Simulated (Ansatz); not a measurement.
The structure below was relaxed with PBEsol (Ansatz, a quantum-chemistry and plane-wave program, PAW, no SOC), at pressure 22.5 GPa.

Space group P-6m2 (No. 187); a = 2.847 Å, b = 2.847 Å, c = 2.789 Å, α = 90.00°, β = 90.00°, γ = 120.00°

```tsv
atom	site	symmetry	x	y	z
W	1a	-6m2	0.0000	0.0000	0.0000
C	1d	-6m2	0.3333	0.6667	0.5000
```

Question: Write out a cell with all atoms.

Answer: 
```xyz
2
Lattice="2.8466 0.0000 0.0000 -1.4233 2.4653 0.0000 0.0000 0.0000 2.7890" Properties=species:S:1:pos:R:3 pbc="T T T"
W      0.0000     0.0000     0.0000
C      0.0000     1.6435     1.3945
```
This is the conventional cell.

Load acts through the strain it causes; cell and atoms are relaxed under it. No phonon test of stability was made. Competing high-pressure phases were not computed. All final runs are without spin polarisation. The cell was made from WC (space group P-6m2, No. 187) by this change: pressure 22.5 GPa.
